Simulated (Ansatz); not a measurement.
# SnSe2: pressure 0.7 GPa

The parent structure is SnSe2 in the CdI2 type structure (space group P-3m1, No. 164; a = 3.8402 Å, c = 6.0066 Å; layered, stacked along the Cartesian z axis).

It is then changed as follows: cell and atoms relaxed at a pressure of 0.7 GPa.

All numbers come from plane-wave PAW DFT at the PBE-D3(BJ) level (Ansatz, a program for electronic structure, 420 eV), spin-orbit coupling left out. Γ-centred 10×10×6 mesh, Fermi–Dirac width 0.05 eV.

| quantity | base | changed | shift |
|---|---|---|---|
| volume per atom | 25.57 Å³ | 25.01 Å³ | -0.56 Å³ |
| lattice parameter a | 3.840 Å | 3.830 Å | -0.010 Å |
| c/a ratio | 1.564 | 1.542 | -0.022 |
| enthalpy H = E + PV relative to the base's energy | – | +0.11 eV/atom | – |
| band gap | 0.36 eV | 0.25 eV | -0.115 eV |
| gap character | indirect, K–Γ (79 % along) → k = (0, 0.400, 1/3) in the run's primitive reciprocal basis | indirect, K–Γ (79 % along) → k = (0, 0.400, 1/3) in the run's primitive reciprocal basis | – |
| smallest direct gap | 0.82 eV | 0.76 eV | -0.06 eV |
| mean gap deformation potential ΔEg/Δln V | – | +5.2 eV | – |

Final structure:

```xyz
3
Lattice="3.8301 0.0000 0.0000 -1.9150 3.3169 0.0000 0.0000 0.0000 5.9056" Properties=species:S:1:pos:R:3 pbc="T T T"
Sn     0.0000     0.0000     0.0000
Se     0.0000     2.2113     1.5927
Se     1.9150     1.1056     4.3130
```

Load acts through the strain it causes; cell and atoms are relaxed under it. Whether these cells are dynamically stable was not tested. A zero or small gap of SnSe2 under pressure 0.7 GPa can be the functional's error rather than a property of the material.
